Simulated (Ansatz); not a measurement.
Several settings converged on CaO (Fm-3m, 2 atoms in the cell)

```yaml
crystal:
  lattice:
    - [0.00000, 2.41222, 2.41222]
    - [2.41222, 0.00000, 2.41222]
    - [2.41222, 2.41222, 0.00000]
  atoms:
    - { symbol: Ca, position: [0.00000, 0.00000, 0.00000] }
    - { symbol: O, position: [0.50000, 0.50000, 0.50000] }
```

Base method: PBE (plane waves, PAW; Ansatz, a first-principles code).

Base settings: basis.ecutwfc = 420 eV; kpoints.mp_grid.grid = 9 9 9; hamiltonian.xc = pbe; hamiltonian.pseudopotentials = {kind: paw} (the program's default PAW files); scf.occupations.method = fermi_dirac; scf.occupations.width = 0.02 eV.

Core times come from one kind of shared machine, to one figure; runs under 30 s give none.

**Zone-centre phonons against the mesh**

In this ladder: scf.occupations.method = fixed; scf.occupations.width = default; phonons.method = dfpt; phonons.dielectric = true; phonons.rigid_motions = translations.

Frequencies are those of the unrelaxed cell, without the LO-TO term of polar crystals.

Only quantities that move along the ladder and can be compared are tabulated.

```tsv
kpoints.mp_grid.grid	highest zone-centre frequency (cm⁻¹)	core time / last (rough)
3 3 3	235.1	–
4 4 4	254.0	–
5 5 5	257.3	–
6 6 6	258.0	–
7 7 7	258.1	–
11 11 11	258.2	–
14 14 14	258.2	0.3
17 17 17	258.2	0.5
22 22 22	258.2	1
```

Coarsest kpoints.mp_grid.grid that holds the highest zone-centre frequency within 5 cm⁻¹ of the last step, with all finer ones: 4 4 4; the step before is off by 23 cm⁻¹.

**The q mesh of the phonons**

In this ladder: kpoints.mp_grid.grid = 12 12 12; scf.occupations.method = fixed; scf.occupations.width = default; phonons.method = dfpt; phonons.dielectric = true; phonons.rigid_motions = translations.

Only quantities that move along the ladder and can be compared are tabulated.

Thermal sums run over frequencies interpolated from this q mesh.

```tsv
phonons.qmesh	zero-point energy (meV/atom)	vibrational free energy at 300 K (meV/atom)	core time / last (rough)
1 1 1	41.07	8.78	–
2 2 2	51.83	24.29	0.2
3 3 3	51.93	24.17	0.5
4 4 4	51.97	24.34	1
```

Coarsest phonons.qmesh that holds the vibrational free energy at 300 K within 0.5 meV/atom of the last step, with all finer ones: 2 2 2, at about 0.2 of the last step's time; the step before is off by 16 meV/atom.

Coarsest phonons.qmesh that holds the zero-point energy within 1 meV/atom of the last step, with all finer ones: 2 2 2, at about 0.2 of the last step's time; the step before is off by 11 meV/atom.

On the base run: the starting cell has typed, rounded lattice constants, without a prior relaxation at this level. Its lattice was rescaled by up to half a per cent.

Keys are those of Ansatz 0.2.
